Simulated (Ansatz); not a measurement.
**HgTe, pressure series**

The parent structure is HgTe in the zinc blende structure (space group F-43m, No. 216; a = 6.6507 Å).

Cell and atoms are relaxed at each pressure.

Computed with PBE (Ansatz, a program for electronic structure; PAW; 420 eV plane waves; without spin-orbit coupling), earlier PAW set.

Notes on the quantities. enthalpy: H = E + PV relative to the base's energy.

```tsv
variant	enthalpy	density
base	–	7.41 g/cm³
pressure −2 GPa	-0.47 eV/atom	?
pressure −1 GPa	-0.23 eV/atom	7.18 g/cm³
pressure 1.8 GPa	+0.40 eV/atom	?
pressure 4.2 GPa	+0.92 eV/atom	8.15 g/cm³
pressure 9 GPa	+1.88 eV/atom	8.78 g/cm³
pressure 18 GPa	+3.54 eV/atom	9.66 g/cm³
pressure 30 GPa	+5.55 eV/atom	10.55 g/cm³
pressure 45 GPa	+7.87 eV/atom	11.42 g/cm³
pressure 60 GPa	+10.04 eV/atom	12.14 g/cm³
```

Fill in the withheld entries from the trend.


- pressure −2 GPa, density: 6.91 g/cm³
- pressure 1.8 GPa, density: 7.76 g/cm³

Load acts through the strain it causes; cell and atoms are relaxed under it. No phonon test of stability was made. Tetrahedral semiconductors of this kind turn to denser phases somewhere between about 1 and 50 GPa; those were not computed, so compressed cells here can lie past the real transition. The final runs are not spin-polarised.
